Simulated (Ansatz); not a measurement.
A self-consistent single point of MgSc (P4mm, 2 atoms in the cell) with Ansatz (an electronic-structure program).

Method: PBEsol, default PAW files made with PBE (plane waves; Ansatz).

```
CELL_PARAMETERS angstrom
      3.61443     0.00000     0.00000
      0.00000     3.61443     0.00000
      0.00000     0.00000     3.61443
ATOMIC_POSITIONS crystal
  Mg 0.00000 0.00000 0.01383
  Sc 0.50000 0.50000 0.50000
```

Reference input (self-consistent single point, DFT, PBEsol, plane waves, default PAW files made with PBE): basis.ecutwfc = 30.9 Ry; kpoints.mp_grid.grid = 9 9 9; hamiltonian.xc = pbesol; hamiltonian.pseudopotentials = {kind: paw} (the program's default PAW files); scf.occupations.method = gaussian; scf.occupations.width = 0.0073 Ry. This run's input differs from it in these lines:

Ansatz 0.2 input:
```diff
@@ -9,3 +9,3 @@
 basis:
-  ecutwfc: 30.9 Ry
+  ecutwfc: 24.6 Ry
 kpoints:
```

Output, abridged:

```
SCF iter   1: F=—  HF=-4023.468958 eV  |F-HF|=—  |Δ(HF+E_count)|=         —  Δρ=3.94e-3  dr2=7.17e-3  ethr=1.77e-3  ⟨swp⟩=4.9  Hψ=4907  notcnv=0
all-band conjugate gradients solve this SCF's bands
preconditioner: auto → none
SCF iter   2: F=—  HF=-4023.465845 eV  |F-HF|=—  |Δ(HF+E_count)|=   3.11e-3  Δρ=2.33e-3  dr2=2.99e-3  ethr=3.41e-5  ⟨swp⟩=2.1  Hψ=2039  notcnv=0
SCF iter   3: F=—  HF=-4023.465059 eV  |F-HF|=—  |Δ(HF+E_count)|=   7.86e-4  Δρ=3.61e-4  dr2=9.63e-5  ethr=1.43e-5  ⟨swp⟩=2.1  Hψ=1570  notcnv=0
SCF iter   4: F=—  HF=-4023.465012 eV  |F-HF|=—  |Δ(HF+E_count)|=   4.73e-5  Δρ=5.81e-5  dr2=1.00e-6  ethr=4.59e-7  ⟨swp⟩=2.5  Hψ=1611  notcnv=0
SCF iter   5: F=—  HF=-4023.465011 eV  |F-HF|=—  |Δ(HF+E_count)|=   1.88e-7  Δρ=1.29e-5  dr2=1.03e-7  ethr=4.77e-9  ⟨swp⟩=2.1  Hψ=1758  notcnv=0
SCF iter   6: F=-4023.465011 eV  HF=-4023.465011 eV  |F-HF|=4.75e-9  |Δ(HF+E_count)|=   1.64e-8  Δρ=3.49e-6  dr2=7.41e-9  ethr=4.76e-10  ⟨swp⟩=4.2  Hψ=3487  notcnv=0
SCF 1 converged in 6 iterations: F = -4023.465011 eV  dr2 = 7.41e-9
Free energy (F): -4023.465011 eV
Internal energy: -4023.452259 eV  (E = F + TS)
E sigma→0 (E₀):  -4023.458635 eV
Entropy (-TS):   -0.012752 eV (-6.376 meV/atom)
Fermi energy:    7.366190 eV
--- Forces (eV/Å), atoms counted from 1 ---
  atom   1  Mg     0.00000000     0.00000000    -0.18060076
  atom   2  Sc    -0.00000000     0.00000000     0.18060209
--- Stress (GPa, compression-positive) ---
       -2.039692       0.000000      -0.000000
        0.000000      -2.039692       0.000000
       -0.000000       0.000000      -2.079353
  P = ⅓ Tr σ = -2.0529 GPa (-20.529 kbar)
  The stress holds the Pulay correction. Without it, at fixed plane waves, as pw.x and ABINIT print it: P = -2.3433 GPa
```

The run converged in 6 iterations. Against the reference run the free energy goes up by 3.0 meV/atom, the pressure stays at -2.05 GPa and the largest force stays at 0.181 eV/Å.

The starting cell comes from a database of computed structures (which also holds hypothetical and non-ambient phases and stackings), without a prior relaxation at this level. Its lattice was rescaled by up to half a per cent. One atom was moved a little off its site on purpose. Ansatz's pressure includes its estimate of the finite-basis (Pulay) stress. The cutoff lies below the one recommended for these files.
